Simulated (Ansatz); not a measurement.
## TiAl (space group P4/mmm, No. 123)

```cif
data_AlTi
_chemical_formula_sum 'Ti1 Al1'
_space_group_name_H-M_alt 'P4/mmm'
_space_group_IT_number 123
_space_group_name_Hall '-P 4 2'
_cell_length_a 2.76751
_cell_length_b 2.76751
_cell_length_c 3.99551
_cell_angle_alpha 90.000
_cell_angle_beta 90.000
_cell_angle_gamma 90.000
loop_
_atom_site_label
_atom_site_type_symbol
_atom_site_symmetry_multiplicity
_atom_site_Wyckoff_symbol
_atom_site_fract_x
_atom_site_fract_y
_atom_site_fract_z
_atom_site_occupancy
Ti1 Ti 1 a 0.00000 0.00000 0.00000 1
Al1 Al 1 d 0.50000 0.50000 0.50000 1
```

The values are results of LDA (Ansatz, a quantum-chemistry and plane-wave program; PAW; 420 eV plane waves; scalar-relativistic without spin-orbit coupling), not measurements. k-mesh 17×17×12 (Γ-centred); smearing 0.05 eV (Fermi–Dirac).

| Property | Value |
|---|---|
| Volume per atom | 15.30 Å³ |
| Density | 4.06 g/cm³ |
| Band gap | zero |
| Total energy | -1482.012 eV/atom (σ→0; compares only within this code and set-up) |

No phonon test of stability was made. The final runs are not spin-polarised.
